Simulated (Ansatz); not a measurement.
Terminations of the (111) surface of fcc Ni, ferromagnetic, measured from the surface 'clean 1x1'. Atoms come from or go to: C: graphite, Cr: bcc Cr, antiferromagnetic, Cu: fcc Cu, Fe: bcc Fe, ferromagnetic, Ge: germanium, N: ½ N2(g), Ni: fcc Ni, ferromagnetic, Ru: hcp Ru, Sb: rhombohedral Sb, Si: silicon, Sn: beta tin, Zn: hcp Zn. ΔE is the energy of forming the row's surface from that one (negative: more stable at these reservoirs); the vacuum level's shift is aligned on the shared bottom. No zero-point or thermal terms. These are constructed structures in small cells; real faces may alloy, dewet or reconstruct in larger ones, and not all known structures of the face are among them. Slabs of about 10 Å with all that they carry, Fermi-Dirac smearing of 0.1 eV. Bottom of the slabs: a bare face, its two planes held. Relaxed from the named starts with such symmetry as they have, on meshes of like density; energies extrapolated to zero smearing; no spin-orbit coupling, no U. Spin-polarised runs, if any, are marked in brackets, and their order is one that fits the cell; the others ran without spin. Where a second, spin-polarised start was run, the lower counts. A dash marks a value that is undefined for that row (no clear gap, or no work function of a gapped slab) or was not read reliably on its mesh.

Level of theory: PBE (plane waves to 420 eV, PAW; Ansatz, a first-principles code).

| surface | atoms added per 1x1 | ΔE per 1x1 (eV) | shift of the vacuum level (eV) | work function (eV) |
|---|---|---|---|---|
| a layer of Fe in place of the second plane [spin, 5.8 μB a cell] | +1 Fe, -1 Ni | -0.12 | -0.21 | 4.85 |
| a layer of Ge in place of the second plane [spin, 2.3 μB a cell] | +1 Ge, -1 Ni | 0.79 | 0.09 | 5.16 |
| a layer of Cr in place of the second plane [spin, 2.4 μB a cell] | +1 Cr, -1 Ni | ___ | -0.45 | 4.62 |
| a layer of Si in place of the second plane [spin, 2.1 μB a cell] | -1 Ni, +1 Si | ___ | -0.13 | 4.93 |
| a layer of Zn in place of the second plane [spin, 2.1 μB a cell] | -1 Ni, +1 Zn | -0.18 | 0.02 | 5.08 |
| a pseudomorphic layer of Si in the other hollow [spin, 3.3 μB a cell] | +1 Si | -0.40 | -0.63 | 4.44 |
| a pseudomorphic layer of Sn in the host's stacking [spin, 3.4 μB a cell] | +1 Sn | ___ | -1.90 | 3.17 |
| (√3x√3)R30° layer of N, one a cell, on the site that continues the host's stacking [spin, 9.6 μB a cell] | +0.333 N | -0.05 | 0.84 | 5.91 |
| a pseudomorphic layer of Cu in the other hollow [spin, 3.8 μB a cell] | +1 Cu | ___ | -0.14 | 4.92 |
| a layer of Ru in place of the second plane [spin, 2.1 μB a cell] | -1 Ni, +1 Ru | ___ | 0.02 | 5.08 |
| (√3x√3)R30° layer of Sb, one a cell, on the site that continues the host's stacking [spin, 10.3 μB a cell] | +0.333 Sb | -0.42 | -0.72 | 4.34 |
| (√3x√3)R30° layer of C, one a cell, on the site that continues the host's stacking [spin, 9.6 μB a cell] | +0.333 C | 0.37 | 0.79 | 5.85 |

Question: What belongs in the gaps?

Answer: 
- a layer of Cr in place of the second plane [spin, 2.4 μB a cell], ΔE per 1x1 (eV): 0.17
- a layer of Si in place of the second plane [spin, 2.1 μB a cell], ΔE per 1x1 (eV): -0.48
- a pseudomorphic layer of Sn in the host's stacking [spin, 3.4 μB a cell], ΔE per 1x1 (eV): 3.10
- a pseudomorphic layer of Cu in the other hollow [spin, 3.8 μB a cell], ΔE per 1x1 (eV): -0.14
- a layer of Ru in place of the second plane [spin, 2.1 μB a cell], ΔE per 1x1 (eV): 0.66
